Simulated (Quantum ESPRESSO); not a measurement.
Quantum ESPRESSO run on MnO2 (P1, 3 atoms in the cell): self-consistent single point.

Level of theory: LDA (PZ), GBRV 1.5 ultrasoft (LDA) pseudopotentials (plane waves; Quantum ESPRESSO 7.5).

```
MnO2
1.0
    1.42843     0.82471     4.58393
   -1.42843     0.82471     4.58393
    0.00000    -1.64942     4.58393
Mn O
1 2
Direct
  0.00539   0.01011   0.98499
  0.25905   0.25557   0.27867
  0.73556   0.73432   0.73633
```
Moments meant for the start (each program seeds them in its own way; μB, in the order of the atoms Mn O O): 4.0 0.0 0.0.

Reference input (self-consistent single point, DFT, LDA (PZ), plane waves, GBRV 1.5 ultrasoft (LDA) pseudopotentials): ecutwfc = 50 Ry; ecutrho = 400 Ry; occupations = smearing; smearing = fd; degauss = 0.00147 Ry; nspin = 2; potentials = {Mn: mn_lda_v1.5.uspp.F.UPF, O: o_lda_v1.2.uspp.F.UPF}; K_POINTS = automatic 6 6 6 0 0 0; conv_thr = 1e-09 Ry; mixing_beta = 0.4. This run's input differs from it in these lines:

```diff
@@ -12,4 +12,4 @@
    ntyp = 2
-   ecutwfc = 50
-   ecutrho = 400
+   ecutwfc = 25
+   ecutrho = 200
    occupations = 'smearing'
```

Output (repeated stretches shortened):

```
     Self-consistent Calculation

     iteration #  1     ecut=    25.00 Ry     beta= 0.40

     total energy              =    -274.62079686 Ry
     estimated scf accuracy    <       2.35155398 Ry

     total magnetization       =     3.00 Bohr mag/cell
     absolute magnetization    =     3.04 Bohr mag/cell

     iteration #  2     ecut=    25.00 Ry     beta= 0.40

     total energy              =    -273.87165561 Ry
     estimated scf accuracy    <      12.80203744 Ry

     total magnetization       =     0.92 Bohr mag/cell
     absolute magnetization    =     0.94 Bohr mag/cell

     iteration #  3     ecut=    25.00 Ry     beta= 0.40

   [... lines left out ...]

   [... 8 blocks of this kind left out ...]

     iteration # 12     ecut=    25.00 Ry     beta= 0.40

     total energy              =    -275.50585818 Ry
     estimated scf accuracy    <       0.00000001 Ry

     total magnetization       =     3.00 Bohr mag/cell
     absolute magnetization    =     3.04 Bohr mag/cell

     iteration # 13     ecut=    25.00 Ry     beta= 0.40

     Magnetic moment per site  (integrated on atomic sphere of radius R)
     atom   1 (R=0.156)  charge= 11.6146  magn=  2.4627
     atom   2 (R=0.156)  charge=  5.0629  magn=  0.0490
     atom   3 (R=0.156)  charge=  5.0652  magn=  0.0499
     End of self-consistent calculation

     Number of k-points >= 100: set verbosity='high' to print the bands.

     the Fermi energy is     7.8902 ev

!    total energy              =    -275.50585820 Ry
     estimated scf accuracy    <          1.2E-10 Ry
     smearing contrib. (-TS)   =      -0.00000001 Ry
     internal energy E=F+TS    =    -275.50585819 Ry

     total magnetization       =     3.00 Bohr mag/cell
     absolute magnetization    =     3.04 Bohr mag/cell

     convergence has been achieved in  13 iterations

     Forces acting on atoms (cartesian axes, Ry/au):

     atom    1 type  1   force =     0.00153860   -0.00987982   -0.00067800
     atom    2 type  2   force =    -0.00124735    0.01211390    0.01788467
     atom    3 type  2   force =    -0.00029125   -0.00223408   -0.01720667

     Total force =     0.029491     Total SCF correction =     0.000023

          total   stress  (Ry/bohr**3)                   (kbar)     P=    -1315.97
  -0.00903936  -0.00000620   0.00000310        -1329.74       -0.91        0.46
  -0.00000620  -0.00895425  -0.00016114           -0.91    -1317.22      -23.70
   0.00000310  -0.00016114  -0.00884377            0.46      -23.70    -1300.96

   JOB DONE.
```

The run converged in 13 iterations. Against the reference run the free energy rises by 1.43 eV/atom, the pressure goes from -7.27 to -131.6 GPa, the largest force goes from 0.746 to 0.556 eV/Å, the gap on the mesh goes from 0.533 to 0.449 eV and the size of the net moment stays at 1.00 μB/atom.

The starting cell comes from a database of computed structures (which also holds hypothetical and non-ambient phases and stackings), without a prior relaxation at this level. Its atoms were displaced at random from the sites of space group no. 166. With one magnetic atom in the cell only a parallel order is possible. At the lowered cutoff the pressure carries the error of an incomplete plane-wave basis.

Cost on one core of a shared machine: roughly 60 s.
